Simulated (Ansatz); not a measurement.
# WC, response to strain

Base system: WC (space group P-6m2, No. 187; a = 2.899 Å, c = 2.827 Å; relaxed with 0.1 eV smearing).

Strains are applied to the cell and any free atomic positions relax.

The values are results of PBEsol, PAW, 420 eV (Ansatz, an electronic-structure program; spin-orbit coupling left out), not measurements.

Notes on the quantities. energy relative to the base: free energy F; pressure: mean of the normal stresses, compression positive.

```json
[
 {"change": "base", "volume per atom": "10.29 Å³", "energy relative to the base": "0 meV/atom", "pressure": "0.0 GPa"},
 {"change": "isotropic strain −3.00 %", "volume per atom": "9.39 Å³", "energy relative to the base": "+117 meV/atom", "pressure": "45.3 GPa"},
 {"change": "isotropic strain −2.50 %", "volume per atom": "9.54 Å³", "energy relative to the base": "+80 meV/atom", "pressure": "36.5 GPa"},
 {"change": "isotropic strain −1.50 %", "volume per atom": "9.83 Å³", "energy relative to the base": "+28 meV/atom", "pressure": "20.4 GPa"},
 {"change": "isotropic strain −1.00 %", "volume per atom": "9.98 Å³", "energy relative to the base": "+12 meV/atom", "pressure": "13.2 GPa"},
 {"change": "isotropic strain −0.50 %", "volume per atom": "10.13 Å³", "energy relative to the base": "+3.0 meV/atom", "pressure": "6.4 GPa"},
 {"change": "isotropic strain +0.50 %", "volume per atom": "10.44 Å³", "energy relative to the base": "+2.9 meV/atom", "pressure": "-5.9 GPa"},
 {"change": "isotropic strain +1.50 %", "volume per atom": "10.76 Å³", "energy relative to the base": "+25 meV/atom", "pressure": "-16.7 GPa"},
 {"change": "isotropic strain +2.00 %", "volume per atom": "10.92 Å³", "energy relative to the base": "+44 meV/atom", "pressure": "-21.5 GPa"},
 {"change": "isotropic strain +3.00 %", "volume per atom": "11.24 Å³", "energy relative to the base": "+97 meV/atom", "pressure": "-30.1 GPa"}
]
```

Stability against distortions was not tested. All final runs are without spin polarisation.
